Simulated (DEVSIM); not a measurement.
Device: abrupt Si p-n junction, at 400 K.

Layer 1 from the left is Si, thickness (μm) 7.10, Na (cm⁻³) 5.1e17, τn (s) 4e-5, τp (s) 4e-5. Layer 2 from the left is Si, thickness (μm) 26.0, Nd (cm⁻³) 1.5e14, τn (s) 4e-5, τp (s) 4e-5.

Left contact: ohmic. Right contact: ohmic. Voltage is applied to the left contact. Recombination: SRH at mid-gap, radiative, Auger. Mobility is constant in doping.

The device is made up for the run: typed textbook-type constants, with dimensions and the other settings drawn at random. Values at 300 K; Nc and Nv go as T^1.5, mobilities as T to minus their exponent, the gap by Varshni's rule with the affinity fixed.

Si: gap (eV) 1.124, affinity (eV) 4.05, permittivity 11.7, Nc (cm⁻³) 2.86e19, Nv (cm⁻³) 3.1e19, μn (cm²/Vs) 1417, μp (cm²/Vs) 470, T exponent of μn 2.3, T exponent of μp 2.2, B (cm³/s) 4.7e-15, Cn (cm⁶/s) 2.8e-31, Cp (cm⁶/s) 9.9e-32, Varshni α (eV/K) 0.000473, Varshni β (K) 636.

Model (solved in DEVSIM): 1D drift-diffusion, Boltzmann statistics, complete ionisation; no tunnelling, impact ionisation, image-force lowering or self-heating.

Q: What does the simulation give for the potential step across the device at zero bias, the dark forward voltage at 1 A/cm², the largest field in the device at zero bias, the dark forward voltage at 100 A/cm²?

A: potential step across the device at zero bias 0.506 V; dark forward voltage at 1 A/cm² 0.367 V; largest field in the device at zero bias 45000 V/cm; dark forward voltage at 100 A/cm² 0.728 V.
